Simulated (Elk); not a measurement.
Worked example: self-consistent single point of Sr3La (Fm-3m, 4 atoms in the cell) in Elk.

Computed with Elk with PBEsol, spin-orbit coupling in second variation, all-electron FP-LAPW, Elk's shipped species files, APW+lo basis with extra local orbitals.

```yaml
crystal:
  lattice:
    - [0.00000, 4.58621, 4.58621]
    - [4.58621, 0.00000, 4.58621]
    - [4.58621, 4.58621, 0.00000]
  atoms:
    - { symbol: Sr, position: [0.25000, 0.25000, 0.25000] }
    - { symbol: Sr, position: [0.75000, 0.75000, 0.75000] }
    - { symbol: Sr, position: [0.50000, 0.50000, 0.50000] }
    - { symbol: La, position: [0.00000, 0.00000, 0.00000] }
```

Reference input (self-consistent single point, DFT, PBEsol, all-electron FP-LAPW, Elk's shipped species files, APW+lo basis with extra local orbitals): xctype = 22; rgkmax = 8; stype = 0; swidth = 0.00999582 Ha; ngridk = 3 3 3; tforce = true; gmaxvr = 18 1/bohr; lmaxapw = 10; lmaxo = 8; nxlo = 2; lorbcnd = true; lradstp = 2. This run's input differs from it in these lines:

```diff
@@ -5,2 +5,5 @@
   22
+
+spinorb
+  .true.
 
@@ -35,2 +38,5 @@
   4
+
+nempty
+  10
```

Output (repeated stretches shortened):

```
│ Self-consistent loop started │
│ Loop number : 1 │
 total energy                :     -18040.7016418
 total moment                :  -0.2059654713E-20  0.1720193913E-21 -0.1220879959E-21
│ Loop number : 2 │
 total energy                :     -18040.5214473
 total moment                :  -0.2386497736E-20 -0.1310927499E-21 -0.2879480569E-21
RMS change in Kohn-Sham potential (target) :   0.4266203264E-01 (  0.1000000000E-05)
Absolute change in total energy (target)   :   0.1801944669     (  0.1000000000E-03)
│ Loop number : 3 │
 total energy                :     -18040.4756364
   [... lines left out ...]
 total energy                :     -18028.2321251
 total moment                :   0.3889541146E-21 -0.6528893073E-20  0.6839739429E-21
RMS change in Kohn-Sham potential (target) :   0.7314773230E-07 (  0.1000000000E-05)
Absolute change in total energy (target)   :   0.2204762095E-03 (  0.1000000000E-03)
│ Loop number : 15 │
 total energy                :     -18028.2321250
 total moment                :   0.1746486694E-21 -0.1397346324E-21 -0.6535840910E-21
RMS change in Kohn-Sham potential (target) :   0.1222756780E-07 (  0.1000000000E-05)
Absolute change in total energy (target)   :   0.5526092355E-04 (  0.1000000000E-03)
Convergence targets achieved

│ Loop number : 16 │

Energies :
 Fermi                       :     0.172598238547
 xc effective B-field        :    -0.124474250064E-11
 external B-field            :      0.00000000000
 total energy                :     -18028.2321234
 (external B-field energy excluded from total)

Density of states at Fermi energy :    204.2455994
 (states/Hartree/unit cell)

Estimated indirect band gap :   0.1252432408E-02
 from k-point      1 to k-point      3
Estimated direct band gap   :   0.1161317695E-01
 at k-point      2

Charges :
 core                        :    130.0000000
 valence                     :    41.00000000
 interstitial                :    8.722874657
 muffin-tins (core leakage)
  species :    1 (Sr)
   atom    1                 :    35.93948702     (  0.2864716335E-04)
   [... lines left out ...]
 total moment                :   0.3194246097E-21 -0.7288674708E-21  0.4723033568E-21
   [... lines left out ...]
   total force               :     0.00000000   -0.00000000   -0.00000000
   total magnitude           :     0.00000000
 species :    2 (La)
  atom :    1
   Hellmann-Feynman          :    -0.00000000   -0.00000000    0.00000000
   IBS                       :     0.00000000    0.00000000   -0.00000000
   total force               :     0.00000000   -0.00000000   -0.00000000
   total magnitude           :     0.00000000
```

The run converged in 16 iterations. The count includes the last loop, which Elk runs after its targets are met. 

The starting cell comes from a database of computed structures (which also holds hypothetical and non-ambient phases and stackings), without a prior relaxation at this level. Values depend on the basis (sphere radii, cutoffs, local orbitals), which need not be converged. The log's line on a gap gives a spacing of levels on this mesh, which the program prints for metals too.

Cost on one core of a shared machine: roughly 2 min.
